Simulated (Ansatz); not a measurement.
Consider CdSe in the wurtzite structure (space group P6_3mc, No. 186; a = 4.3828 Å, c = 7.1544 Å).

The values are results of PBE (Ansatz, an electronic-structure program; PAW; 420 eV plane waves; no SOC), not measurements.

The change: every lattice vector is stretched by 1.20 %; the atoms relax in the strained cell.

What does the calculation give for the electron mass after the change?

The electron mass is 0.051 mₑ (at Γ).

What happens to the mean gap deformation potential ΔEg/Δln V?

The mean gap deformation potential ΔEg/Δln V is -2.2 eV.

Estimate the effect on the energy relative to the base.

The energy rises by 5.1 meV/atom.

Masses are band curvatures over ±0.01 Å⁻¹ around the edge. Whether these cells are dynamically stable was not tested.
